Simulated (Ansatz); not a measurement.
## Si well of 12 atomic layers along [001] in random Si0.7Ge0.3, interfaces one step of a layer

Prepared with LAMMPS with Tersoff's 1989 multicomponent potential (SiCGe.tersoff): minimisation. Geometry as solved with PBE, support functions at accuracy medium on the grid of 370 eV in Ansatz (a quantum-chemistry and plane-wave program).

```xyz
648
Lattice="16.67 0.00 0.00 0.00 16.67 0.00 0.00 0.00 49.59" Properties=species:S:1:pos:R:3 pbc="T T T"
Si     0.01     0.05    -0.02
Si     1.36     1.41     1.39
Si     2.73     2.78     0.02
Ge     4.15     4.18     1.40
Ge     2.79     0.03     2.80
Si     4.21     1.42     4.21
Si     0.00     2.74     2.80
Ge     1.37     4.21     4.17
Si     0.01     0.05     5.59
Si     1.35     1.42     6.99
Ge     2.81     2.80     5.63
Si     4.18     4.21     7.03
Ge     2.77     0.02     8.38
Si     4.17     1.45     9.76
Si     0.04     2.81     8.39
Si     1.42     4.19     9.76
Si     0.02    -0.02    11.14
Ge     1.39     1.43    12.51
Si     2.81     2.83    11.14
Si     4.15     4.16    12.58
Ge     2.81     0.01    13.94
Si     4.20     1.43    15.34
Si     0.04     2.81    13.95
Si     1.40     4.18    15.32
Si    -0.01     0.00    16.75
Si     1.40     1.40    18.06
Si     2.78     2.79    16.68
Si     4.17     4.17    18.06
Si     2.78     0.00    19.42
Si     4.17     1.39    20.77
Si     0.00     2.78    19.41
Si     1.39     4.17    20.77
Si     0.00     0.00    22.13
Si     1.39     1.39    23.48
Si     2.78     2.77    22.13
Si     4.17     4.17    23.48
Si     2.78     0.00    24.83
Si     4.17     1.39    26.19
Si     0.00     2.78    24.83
Si     1.39     4.17    26.19
Si     0.00     0.00    27.54
Si     1.39     1.39    28.90
Si     2.78     2.78    27.54
Si     4.17     4.17    28.90
Si     2.78     0.00    30.26
Si     4.16     1.40    31.62
Si     0.00     2.78    30.25
Si     1.39     4.16    31.60
Si     0.02     0.03    32.95
Si     1.39     1.39    34.34
Si     2.77     2.78    32.98
Si     4.14     4.18    34.33
Si     2.74    -0.03    35.68
Ge     4.13     1.33    37.12
Si     0.02     2.75    35.73
Si     1.39     4.14    37.10
Ge    -0.01     0.00    38.48
Si     1.40     1.39    39.89
Si     2.74     2.76    38.49
Ge     4.19     4.18    39.82
Si     2.77     0.00    41.26
Si     4.12     1.37    42.65
Si    -0.04     2.73    41.23
Ge     1.37     4.10    42.63
Si    -0.01     0.00    44.03
Si     1.36     1.38    45.43
Si     2.76     2.71    44.04
Ge     4.19     4.13    45.40
Si     2.74     0.00    46.78
Ge     4.15     1.38    48.21
Si     0.00     2.76    46.84
Si     1.36     4.14    48.23
Si     0.02     5.55     0.01
Si     1.37     6.95     1.38
Si     2.75     8.31     0.00
Ge     4.13     9.69     1.42
Si     2.76     5.62     2.79
Si     4.14     6.91     4.24
Si    -0.02     8.31     2.78
Ge     1.41     9.67     4.19
Si     0.03     5.62     5.60
Si     1.41     6.96     7.00
Si     2.80     8.30     5.63
Si     4.14     9.73     6.97
Si     2.77     5.57     8.39
Si     4.10     6.95     9.79
Si     0.02     8.32     8.37
Si     1.38     9.69     9.77
Si     0.03     5.57    11.12
Si     1.39     6.93    12.54
Si     2.75     8.34    11.17
Si     4.14     9.72    12.53
Si     2.77     5.55    13.93
Si     4.14     6.91    15.33
Si     0.00     8.28    13.93
Ge     1.39     9.69    15.32
Si     0.00     5.56    16.69
Si     1.39     6.94    18.06
Si     2.80     8.30    16.72
Si     4.18     9.71    18.06
Si     2.78     5.55    19.42
Si     4.16     6.94    20.77
Si     0.00     8.33    19.41
Si     1.39     9.72    20.77
Si     0.00     5.56    22.12
Si     1.39     6.94    23.48
Si     2.78     8.33    22.13
Si     4.17     9.73    23.48
Si     2.78     5.55    24.83
Si     4.17     6.95    26.18
Si     0.00     8.34    24.83
Si     1.39     9.73    26.18
Si     0.00     5.56    27.54
Si     1.40     6.95    28.89
Si     2.78     8.34    27.53
Si     4.16     9.73    28.89
Si     2.78     5.55    30.24
Si     4.17     6.95    31.59
Si     0.01     8.34    30.24
Si     1.38     9.73    31.61
Si     0.00     5.54    32.93
Ge     1.39     6.94    34.34
Si     2.78     8.34    32.93
Ge     4.17     9.73    34.34
Si     2.79     5.53    35.76
Si     4.17     6.94    37.10
Si     0.00     8.38    35.72
Si     1.40     9.71    37.09
Si     0.03     5.51    38.49
Si     1.39     6.95    39.80
Si     2.78     8.34    38.46
Si     4.13     9.74    39.84
Ge     2.77     5.59    41.25
Si     4.17     6.94    42.68
Ge    -0.01     8.32    41.23
Ge     1.45     9.71    42.66
Ge    -0.02     5.56    44.06
Si     1.41     6.96    45.41
Si     2.83     8.30    44.08
Si     4.16     9.73    45.43
Ge     2.77     5.55    46.84
Si     4.18     6.96    48.23
Ge     0.00     8.33    46.82
Si     1.42     9.72    48.20
Ge    -0.02    11.10     0.00
Ge     1.40    12.51     1.44
Ge     2.77    13.96     0.01
Si     4.21    15.30     1.41
Si     2.79    11.11     2.82
Ge     4.21    12.50     4.19
Ge    -0.02    13.92     2.87
Si     1.38    15.34     4.23
Ge    -0.06    11.08     5.60
Ge     1.36    12.50     7.04
Ge     2.78    13.94     5.61
Si     4.21    15.34     6.96
Si     2.76    11.05     8.38
Ge     4.14    12.47     9.78
Si    -0.02    13.90     8.45
Si     1.39    15.27     9.79
Si     0.01    11.11    11.11
Ge     1.39    12.50    12.55
Si     2.77    13.92    11.16
Si     4.15    15.27    12.52
Si     2.80    11.09    13.93
Si     4.14    12.45    15.34
Si    -0.03    13.86    13.97
Ge     1.37    15.25    15.36
Si    -0.01    11.12    16.71
Si     1.38    12.49    18.07
Si     2.80    13.84    16.73
Si     4.16    15.28    18.06
Si     2.78    11.10    19.41
Si     4.17    12.50    20.76
Si     0.00    13.89    19.42
Si     1.39    15.28    20.77
Si     0.00    11.11    22.13
Si     1.39    12.50    23.48
Si     2.78    13.89    22.12
Si     4.17    15.28    23.48
Si     2.78    11.12    24.83
Si     4.17    12.51    26.19
Si     0.00    13.89    24.83
Si     1.39    15.28    26.19
Si     0.00    11.12    27.54
Si     1.39    12.51    28.90
Si     2.78    13.90    27.54
Si     4.17    15.29    28.89
Si     2.78    11.12    30.26
Si     4.16    12.52    31.61
Si     0.00    13.90    30.26
Si     1.39    15.29    31.61
Si     0.01    11.13    32.99
Si     1.40    12.51    34.35
Si     2.78    13.90    32.98
Si     4.15    15.30    34.32
Si     2.76    11.13    35.75
Si     4.16    12.47    37.11
Si     0.02    13.87    35.73
Si     1.38    15.27    37.06
Ge    -0.03    11.11    38.48
Ge     1.39    12.53    39.93
Ge     2.81    13.94    38.48
Si     4.21    15.30    39.92
Si     2.83    11.12    41.27
Si     4.20    12.48    42.63
Si    -0.02    13.95    41.27
Si     1.36    15.32    42.64
Ge    -0.01    11.12    44.08
Si     1.40    12.50    45.46
Ge     2.78    13.89    44.02
Si     4.14    15.32    45.43
Si     2.76    11.08    46.79
Ge     4.14    12.49    48.18
Ge    -0.02    13.92    46.82
Si     1.37    15.36    48.20
Si     5.57    -0.03     0.02
Ge     6.95     1.38     1.43
Si     8.30     2.78     0.01
Ge     9.68     4.13     1.45
Si     8.38    -0.04     2.81
Si     9.74     1.36     4.17
Si     5.55     2.80     2.83
Si     6.90     4.19     4.19
Si     5.57     0.02     5.57
Si     6.89     1.41     6.98
Ge     8.31     2.76     5.55
Ge     9.75     4.17     7.00
Ge     8.31     0.05     8.40
Si     9.72     1.44     9.78
Si     5.55     2.80     8.37
Si     6.95     4.14     9.75
Ge     5.55     0.02    11.15
Si     6.94     1.44    12.54
Si     8.31     2.78    11.14
Ge     9.71     4.17    12.56
Ge     8.35     0.01    13.89
Ge     9.76     1.43    15.34
Si     5.56     2.80    13.94
Si     6.93     4.19    15.32
Si     5.53     0.04    16.74
Si     6.95     1.41    18.07
Si     8.31     2.82    16.71
Si     9.72     4.18    18.06
Si     8.33     0.01    19.42
Si     9.72     1.39    20.78
Si     5.55     2.79    19.42
Si     6.95     4.18    20.77
Si     5.56     0.00    22.13
Si     6.94     1.39    23.48
Si     8.33     2.78    22.13
Si     9.73     4.17    23.48
Si     8.33     0.00    24.83
Si     9.72     1.39    26.18
Si     5.55     2.78    24.83
Si     6.95     4.17    26.18
Si     5.56     0.00    27.54
Si     6.95     1.39    28.90
Si     8.33     2.78    27.53
Si     9.72     4.16    28.89
Si     8.33     0.00    30.25
Si     9.73     1.38    31.61
Si     5.56     2.78    30.26
Si     6.94     4.16    31.63
Si     5.55     0.01    32.97
Si     6.97     1.35    34.33
Si     8.34     2.75    32.97
Si     9.75     4.13    34.31
Si     8.33    -0.02    35.72
Ge     9.73     1.40    37.11
Ge     5.57     2.77    35.71
Si     6.95     4.16    37.13
Si     5.59    -0.02    38.52
Si     6.96     1.39    39.85
Si     8.32     2.80    38.51
Si     9.72     4.16    39.84
Ge     8.33    -0.04    41.23
Ge     9.72     1.38    42.70
Ge     5.57     2.75    41.29
Si     6.97     4.16    42.69
Ge     5.56     0.01    44.04
Si     6.97     1.41    45.46
Si     8.33     2.80    44.09
Si     9.76     4.15    45.41
Si     8.33    -0.01    46.80
Ge     9.73     1.39    48.21
Si     5.60     2.76    46.83
Si     6.93     4.14    48.22
Si     5.56     5.55    -0.02
Ge     6.98     6.91     1.40
Si     8.37     8.30     0.00
Ge     9.76     9.70     1.39
Si     8.33     5.55     2.87
Si     9.72     6.94     4.22
Ge     5.56     8.31     2.88
Si     6.96     9.71     4.27
Si     5.52     5.52     5.58
Ge     6.95     6.92     6.96
Si     8.37     8.34     5.59
Si     9.75     9.71     6.96
Si     8.32     5.53     8.40
Ge     9.72     6.97     9.75
Ge     5.52     8.34     8.40
Si     6.93     9.70     9.82
Ge     5.55     5.55    11.17
Si     6.98     6.94    12.56
Si     8.31     8.35    11.19
Si     9.68     9.71    12.56
Si     8.31     5.58    13.97
Si     9.69     6.93    15.36
Ge     5.55     8.33    13.94
Si     6.96     9.73    15.34
Si     5.54     5.55    16.69
Si     6.93     6.95    18.06
Si     8.33     8.33    16.71
Si     9.73     9.72    18.06
Si     8.33     5.57    19.41
Si     9.73     6.95    20.77
Si     5.56     8.33    19.42
Si     6.95     9.72    20.77
Si     5.56     5.56    22.13
Si     6.95     6.95    23.48
Si     8.34     8.34    22.13
Si     9.73     9.72    23.48
Si     8.34     5.56    24.83
Si     9.73     6.94    26.19
Si     5.56     8.34    24.83
Si     6.94     9.73    26.19
Si     5.56     5.56    27.54
Si     6.95     6.94    28.89
Si     8.34     8.33    27.54
Si     9.73     9.72    28.89
Si     8.33     5.54    30.25
Si     9.74     6.91    31.58
Si     5.55     8.34    30.23
Si     6.92     9.75    31.57
Si     5.53     5.55    32.97
Si     6.89     6.92    34.35
Ge     8.30     8.32    32.95
Ge     9.74     9.76    34.36
Ge     8.34     5.54    35.70
Ge     9.76     6.97    37.15
Si     5.55     8.30    35.73
Ge     6.95     9.72    37.12
Si     5.59     5.59    38.44
Si     6.95     6.94    39.85
Si     8.34     8.34    38.55
Si     9.73     9.73    39.88
Ge     8.35     5.56    41.28
Si     9.74     6.99    42.68
Ge     5.53     8.32    41.23
Ge     6.97     9.76    42.64
Si     5.56     5.54    43.99
Ge     6.92     6.97    45.40
Si     8.38     8.37    44.04
Si     9.74     9.77    45.40
Ge     8.35     5.53    46.83
Si     9.73     6.95    48.22
Si     5.51     8.34    46.81
Ge     6.99     9.69    48.17
Ge     5.58    11.11     0.02
Ge     6.97    12.59     1.42
Si     8.38    13.93    -0.02
Si     9.75    15.27     1.39
Ge     8.35    11.11     2.86
Si     9.79    12.50     4.20
Si     5.56    13.97     2.81
Si     6.94    15.32     4.18
Si     5.57    11.08     5.63
Si     6.94    12.46     6.96
Ge     8.31    13.86     5.55
Ge     9.73    15.30     6.97
Ge     8.34    11.09     8.39
Si     9.71    12.52     9.79
Ge     5.58    13.91     8.35
Si     6.97    15.27     9.80
Si     5.54    11.06    11.16
Ge     6.96    12.46    12.53
Si     8.35    13.90    11.14
Si     9.73    15.24    12.52
Si     8.33    11.07    13.95
Ge     9.74    12.49    15.32
Ge     5.50    13.87    13.94
Ge     6.93    15.30    15.36
Si     5.56    11.10    16.70
Si     6.94    12.50    18.06
Si     8.34    13.89    16.73
Si     9.73    15.28    18.08
Si     8.34    11.11    19.41
Si     9.72    12.50    20.77
Si     5.56    13.89    19.42
Si     6.95    15.28    20.77
Si     5.56    11.11    22.12
Si     6.95    12.50    23.48
Si     8.34    13.89    22.12
Si     9.72    15.28    23.48
Si     8.34    11.11    24.83
Si     9.73    12.50    26.19
Si     5.56    13.89    24.83
Si     6.94    15.29    26.18
Si     5.56    11.12    27.54
Si     6.95    12.51    28.89
Si     8.33    13.90    27.54
Si     9.72    15.29    28.89
Si     8.34    11.12    30.23
Si     9.75    12.50    31.58
Si     5.55    13.90    30.25
Si     6.92    15.31    31.59
Si     5.57    11.14    32.95
Si     6.95    12.49    34.34
Ge     8.35    13.90    32.97
Si     9.75    15.30    34.39
Si     8.33    11.16    35.73
Si     9.71    12.52    37.10
Ge     5.56    13.89    35.73
Si     6.97    15.29    37.14
Si     5.53    11.13    38.51
Si     6.95    12.52    39.85
Si     8.35    13.90    38.49
Si     9.76    15.26    39.85
Si     8.35    11.15    41.21
Ge     9.75    12.53    42.62
Si     5.57    13.87    41.27
Si     6.93    15.24    42.64
Si     5.53    11.11    44.05
Ge     6.98    12.51    45.41
Si     8.35    13.93    44.02
Si     9.70    15.30    45.41
Si     8.40    11.12    46.81
Si     9.72    12.49    48.23
Ge     5.57    13.95    46.82
Si     6.98    15.32    48.23
Si    11.14    -0.01     0.04
Si    12.48     1.42     1.39
Si    13.86     2.74    -0.03
Ge    15.28     4.13     1.38
Ge    13.90     0.05     2.78
Si    15.32     1.40     4.20
Si    11.12     2.75     2.82
Si    12.45     4.15     4.22
Si    11.10     0.04     5.58
Si    12.47     1.35     7.01
Ge    13.87     2.76     5.60
Ge    15.31     4.22     7.00
Si    13.86    -0.01     8.38
Ge    15.28     1.39     9.76
Si    11.12     2.74     8.38
Ge    12.52     4.16     9.77
Ge    11.13     0.01    11.16
Si    12.53     1.42    12.57
Si    13.90     2.77    11.19
Ge    15.30     4.19    12.56
Si    13.89     0.03    13.91
Ge    15.29     1.41    15.33
Si    11.17     2.81    13.94
Si    12.51     4.19    15.33
Si    11.12     0.00    16.74
Si    12.51     1.39    18.08
Si    13.87     2.81    16.72
Si    15.28     4.18    18.05
Si    13.89     0.00    19.43
Si    15.29     1.39    20.77
Si    11.11     2.78    19.42
Si    12.50     4.17    20.76
Si    11.11     0.00    22.13
Si    12.51     1.39    23.48
Si    13.89     2.78    22.12
Si    15.28     4.17    23.48
Si    13.89     0.00    24.83
Si    15.28     1.39    26.19
Si    11.11     2.78    24.83
Si    12.50     4.17    26.19
Si    11.11     0.00    27.54
Si    12.50     1.38    28.90
Si    13.89     2.77    27.54
Si    15.28     4.17    28.89
Si    13.89    -0.01    30.25
Si    15.28     1.38    31.60
Si    11.11     2.77    30.25
Si    12.51     4.15    31.60
Si    11.11     0.00    33.00
Si    12.50     1.39    34.35
Si    13.87     2.74    32.95
Ge    15.28     4.14    34.34
Si    13.87     0.03    35.74
Si    15.26     1.42    37.09
Si    11.14     2.80    35.71
Si    12.51     4.15    37.13
Si    11.15    -0.03    38.50
Si    12.55     1.35    39.85
Si    13.90     2.77    38.49
Si    15.28     4.16    39.86
Si    13.89    -0.02    41.26
Si    15.30     1.34    42.61
Ge    11.13     2.76    41.21
Ge    12.52     4.21    42.65
Si    11.13    -0.02    44.08
Si    12.50     1.34    45.46
Ge    13.92     2.73    44.06
Si    15.31     4.13    45.47
Si    13.90    -0.01    46.84
Si    15.27     1.39    48.20
Si    11.14     2.77    46.78
Si    12.50     4.11    48.19
Ge    11.11     5.52    -0.01
Ge    12.50     6.95     1.44
Ge    13.92     8.37     0.00
Si    15.29     9.73     1.45
Ge    13.91     5.54     2.88
Si    15.32     6.98     4.24
Si    11.09     8.31     2.84
Ge    12.51     9.72     4.21
Si    11.13     5.58     5.58
Si    12.52     6.94     6.97
Si    13.92     8.32     5.62
Si    15.26     9.68     7.03
Si    13.90     5.60     8.38
Si    15.33     6.93     9.73
Si    11.14     8.35     8.32
Si    12.49     9.72     9.71
Si    11.10     5.55    11.15
Ge    12.50     6.91    12.56
Ge    13.90     8.33    11.10
Ge    15.30     9.75    12.56
Si    13.91     5.56    13.99
Si    15.29     6.94    15.33
Ge    11.08     8.35    13.98
Si    12.53     9.74    15.34
Si    11.10     5.56    16.69
Si    12.50     6.95    18.04
Si    13.91     8.34    16.69
Si    15.28     9.72    18.06
Si    13.89     5.57    19.41
Si    15.28     6.95    20.77
Si    11.12     8.33    19.41
Si    12.50     9.72    20.77
Si    11.11     5.56    22.12
Si    12.50     6.95    23.48
Si    13.89     8.33    22.12
Si    15.28     9.72    23.48
Si    13.89     5.56    24.83
Si    15.28     6.95    26.19
Si    11.12     8.33    24.83
Si    12.51     9.72    26.19
Si    11.11     5.55    27.55
Si    12.51     6.95    28.90
Si    13.89     8.33    27.54
Si    15.28     9.73    28.89
Si    13.89     5.55    30.25
Si    15.31     6.93    31.57
Si    11.12     8.34    30.25
Si    12.50     9.75    31.59
Si    11.09     5.52    32.95
Ge    12.48     6.92    34.37
Ge    13.93     8.36    32.97
Si    15.30     9.78    34.38
Si    13.88     5.52    35.76
Ge    15.30     6.93    37.11
Si    11.14     8.38    35.75
Si    12.49     9.78    37.09
Si    11.14     5.53    38.52
Si    12.47     6.92    39.92
Ge    13.83     8.36    38.52
Si    15.24     9.75    39.91
Si    13.92     5.57    41.23
Si    15.27     6.93    42.62
Si    11.10     8.35    41.27
Si    12.47     9.75    42.62
Si    11.09     5.58    44.06
Si    12.48     6.92    45.42
Ge    13.87     8.33    44.02
Si    15.24     9.73    45.46
Ge    13.89     5.53    46.83
Si    15.31     6.92    48.24
Ge    11.12     8.36    46.82
Si    12.51     9.79    48.20
Si    11.14    11.14     0.00
Si    12.51    12.50     1.39
Si    13.86    13.87    -0.02
Ge    15.29    15.28     1.33
Si    13.89    11.12     2.76
Si    15.23    12.47     4.18
Si    11.10    13.86     2.76
Ge    12.45    15.28     4.18
Si    11.11    11.12     5.62
Si    12.51    12.43     7.01
Ge    13.87    13.84     5.60
Ge    15.30    15.30     7.00
Si    13.90    11.09     8.39
Si    15.27    12.48     9.77
Ge    11.15    13.87     8.40
Si    12.56    15.27     9.78
Ge    11.11    11.10    11.17
Si    12.52    12.51    12.56
Si    13.89    13.85    11.15
Ge    15.28    15.27    12.54
Si    13.88    11.14    13.97
Si    15.27    12.49    15.34
Si    11.12    13.88    13.89
Ge    12.50    15.28    15.31
Si    11.15    11.09    16.72
Si    12.51    12.50    18.07
Si    13.91    13.88    16.71
Si    15.28    15.28    18.08
Si    13.90    11.11    19.42
Si    15.28    12.50    20.78
Si    11.12    13.89    19.43
Si    12.50    15.28    20.78
Si    11.11    11.11    22.13
Si    12.50    12.50    23.48
Si    13.89    13.89    22.13
Si    15.28    15.28    23.48
Si    13.89    11.11    24.83
Si    15.29    12.50    26.18
Si    11.11    13.89    24.83
Si    12.50    15.28    26.18
Si    11.12    11.12    27.54
Si    12.51    12.51    28.89
Si    13.90    13.90    27.53
Si    15.28    15.28    28.90
Si    13.90    11.12    30.24
Si    15.28    12.50    31.62
Si    11.12    13.90    30.24
Si    12.49    15.28    31.62
Si    11.15    11.15    32.95
Si    12.50    12.52    34.34
Si    13.87    13.89    32.96
Ge    15.28    15.30    34.35
Si    13.88    11.15    35.72
Si    15.27    12.54    37.08
Si    11.13    13.90    35.74
Si    12.51    15.29    37.10
Si    11.07    11.11    38.46
Ge    12.50    12.51    39.84
Si    13.92    13.92    38.45
Si    15.25    15.27    39.88
Si    13.87    11.11    41.26
Ge    15.24    12.55    42.65
Si    11.14    13.95    41.25
Si    12.49    15.31    42.65
Si    11.14    11.12    44.03
Si    12.51    12.51    45.40
Si    13.84    13.94    44.05
Si    15.24    15.31    45.40
Si    13.87    11.14    46.80
Si    15.23    12.50    48.19
Ge    11.11    13.90    46.82
Si    12.52    15.30    48.23
```
